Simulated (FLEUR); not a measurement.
FLEUR run on TiB2 (P1, 3 atoms in the cell): self-consistent single point.

Level of theory: PBE, all-electron FLAPW (FLEUR), scalar-relativistic valence in FLEUR.

The change in words: lattice scaled by 0.98. Reference geometry:
```yaml
crystal:
  lattice:
    - [3.02593, 0.00000, 0.00000]
    - [-1.51296, 2.62053, 0.00000]
    - [0.00000, 0.00000, 3.22877]
  atoms:
    - { symbol: Ti, position: [0.00766, 0.00190, 0.00025] }
    - { symbol: B, position: [0.32625, 0.66338, 0.50323] }
    - { symbol: B, position: [0.66609, 0.33472, 0.49652] }
```

Reference input (self-consistent single point, DFT, PBE, all-electron FLAPW (FLEUR), scalar-relativistic valence): Kmax = 4 1/bohr; GmaxXC = 12 1/bohr; xcFunctional = pbe; jspins = 1; l_soc = F; mode = hist; fermiSmearingEnergy = 0.00183747 Htr; mesh (inpgen div1-3) = 8 8 7; inpgen gamma flag = true; Gmax = 12 1/bohr; numbands = 0; maxIterBroyd = 15. This run's input differs from it in these lines:

```diff
@@ -3,5 +3,5 @@
 &input film=f /
-3.0259298556 0.0000000335 0.0000000000
--1.5129649568 2.6205321083 0.0000000000
-0.0000000000 0.0000000000 3.2287700000
+2.9654108507 0.0000002847 0.0000000000
+-1.4827056718 2.5681209870 0.0000000000
+0.0000000000 0.0000000000 3.1641950000
 1.8897261246
@@ -44,5 +44,5 @@
          <bravaisMatrix>
-            <row-1>    5.7181786993344250     0.0000000633058252     0.0000000000000000</row-1>
-            <row-2>   -2.8590894044692705     4.9520879854076263     0.0000000000000000</row-2>
-            <row-3>    0.0000000000000000     0.0000000000000000     6.1014910193247411</row-3>
+            <row-1>    5.6038143547401003     0.0000005380050277     0.0000000000000000</row-1>
+            <row-2>   -2.8019076430930534     4.8530453202674364     0.0000000000000000</row-2>
+            <row-3>    0.0000000000000000     0.0000000000000000     5.9794619548286967</row-3>
          </bravaisMatrix>
```

The program printed (abridged):

```
 Iteration:     1   Distance:      21.96586537 me/bohr^3
 Iteration:     2   Distance:      18.92784855 me/bohr^3
 Iteration:     3   Distance:       8.16786146 me/bohr^3
 Iteration:     4   Distance:       7.50344916 me/bohr^3
 Iteration:     5   Distance:       1.51260970 me/bohr^3
   [... 9 lines left out ...]
 Iteration:    15   Distance:       0.00003541 me/bohr^3
 Iteration:    16   Distance:       0.00003067 me/bohr^3
 Iteration:    17   Distance:       0.00001277 me/bohr^3
 Iteration:    18   Distance:       0.00000361 me/bohr^3
 Reset of history
 Run finished successfully
 Stop message:
   Structural relaxation: new displacements generated

[file out, last iteration]
             iter=     19
[...]
          total density-effective poten   -1.4291037258E+03
          total charge density-energy d   -5.0529212707E+01
 Updated energy parameters for spin:           1
[...]
 fermi energy and band-weighting factors:

[...]
FERMIE:
          first approx. to ef    (T=0)  :   0.457888 htr   (energy of the highest occ. eigenvalue)
          number of occ. states  (T=0)  :       2034
          first approx. to seigv (T=0)  :  -5.236074 htr
          sum of weights of occ. states :   9.000000
          sum of semicore charge        :   0.000000 e
FERHIS:  Fermi-Energy by histogram:
          bandgap                     :   0.011181 htr
   [... lines left out ...]
          charge neutrality (T=0)     :   0.000000    (zero if the highest occ. eigenvalue is "entirely" occupied)
     EF_NEWTON:  Adjust Fermi-Energy by Newton-Method.
 Direct bandgap for spin            1 :    2.4865445570890099E-002  Htr
 ---->    free energy=                      -903.6288949409 htr
   [... lines left out ...]
 TOTAL FORCE FOR ATOM TYPE=  1  X=  0.038   Y=  0.009   Z=  0.002
                       FX_TOT=-0.009679 FY_TOT=-0.002336 FZ_TOT=-0.000403
 TOTAL FORCE FOR ATOM TYPE=  2  X=  2.771   Y= -1.634   Z= -2.970
                       FX_TOT= 0.009593 FY_TOT= 0.005590 FZ_TOT=-0.002629
 TOTAL FORCE FOR ATOM TYPE=  3  X= -2.809   Y=  1.624   Z=  2.969
                       FX_TOT= 0.000086 FY_TOT=-0.003255 FZ_TOT= 0.003031
```

The run converged in 18 iterations. FLEUR gives forces in its relaxation mode, with a further iteration, so its stop message speaks of a relaxation. Against the reference run the free energy rises by 30.2 meV/atom.

The starting cell comes from a database of computed structures (which also holds hypothetical and non-ambient phases and stackings), without a prior relaxation at this level. Its atoms were displaced at random from the sites of space group no. 191. For this run, on top of that: lattice scaled by 0.98. Spin polarisation is off. Values depend on the basis (sphere radii, cutoffs, local orbitals), which need not be converged. The log's line on a gap gives a spacing of levels on this mesh, which the program prints for metals too.

Cost on one core of a shared machine: roughly 9 min.
